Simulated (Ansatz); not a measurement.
We consider LiNbO₃ (R-3c, No. 167, 10 atoms in the cell; start mp-552588; high-temperature phase), described by r²SCAN-D4 (plane waves, PAW; Ansatz, an electronic-structure program).

Run with plane-wave cutoff 500 eV, 10×10×10 k mesh, gaussian smearing 0.02 eV, no spin polarisation, scalar-relativistic PAW data made under PBE.

Cell (relaxed at this level):

```
LiNbO3
1.0
    2.58591     1.49298     4.55518
   -2.58591     1.49298     4.55518
    0.00000    -2.98595     4.55518
Li Nb O
2 2 6
Direct
  0.25000   0.25000   0.25000
  0.75000   0.75000   0.75000
  0.50000   0.50000   0.50000
  0.00000   0.00000   0.00000
  0.12738   0.37262   0.75000
  0.87262   0.62738   0.25000
  0.75000   0.12738   0.37262
  0.25000   0.87262   0.62738
  0.37262   0.75000   0.12738
  0.62738   0.25000   0.87262
```

Problem. What does this level give for the band gap?

Solution. 
* **band gap**: 3.01 eV (on the SCF k mesh)

Note: the relaxation could not lower the start's symmetry, so the cell can be a saddle point above a distorted one.

Spin–orbit coupling is not included.

Static lattice: no zero-point or thermal effects.

Computing time: around 7 core-minutes (rough).

A start named mp-… is a Materials Project structure, which need not be a measured phase.
